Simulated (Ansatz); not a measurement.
NiAs-type NiSb, treated with PBEsol (Ansatz, a quantum-chemistry and plane-wave program, plane waves, PAW).

Run with plane-wave cutoff 520 eV, 18×18×10 k mesh (along the axes of the cell as run), Fermi–Dirac smearing 0.05 eV, no spin polarisation, scalar-relativistic PAW data made under PBE.

Starting structure:

```
NiSb
1.0
    3.93000     0.00000     0.00000
   -1.96500     3.40348     0.00000
    0.00000     0.00000     5.13000
Ni Sb
2 2
Direct
  0.00000   0.00000   0.00000
  0.00000   0.00000   0.50000
  0.66667   0.33333   0.75000
  0.33333   0.66667   0.25000
```

Q: Into what structure does the relaxation of cell and atoms lead at this level, with the symmetry of the start kept?

A: The volume falls by 1.9 %; final space group P6_3/mmc.
```
NiSb
1.0
    3.91616     0.00000     0.00000
   -1.95808     3.39150     0.00000
    0.00000     0.00000     5.07001
Ni Sb
2 2
Cartesian
  0.00000   0.00000   0.00000
  0.00000   0.00000   2.53500
  1.95808   1.13050   3.80251
  0.00000   2.26100   1.26750
```
